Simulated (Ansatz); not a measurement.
The reference is TlBiS2 (space group R-3m, No. 166; a = 4.085 Å, c = 21.696 Å (hexagonal axes)).

The values are results of plane-wave PAW DFT at the PBEsol level (Ansatz, a quantum-chemistry and plane-wave program, 420 eV), no spin-orbit coupling, not measurements.

The change: the cell is scaled by 1.0180 in all directions; the atoms relax in the strained cell.

### Question
Predict the new mean gap deformation potential ΔEg/Δln V, energy relative to the base and largest internal atomic displacement.

### Answer
The mean gap deformation potential ΔEg/Δln V is +3.5 eV; the energy increases by 11 meV/atom; the largest internal atomic displacement comes out as 0.040 Å.

With Bi and Tl present, leaving out spin-orbit coupling can change the band edges. Whether these cells are dynamically stable was not tested.
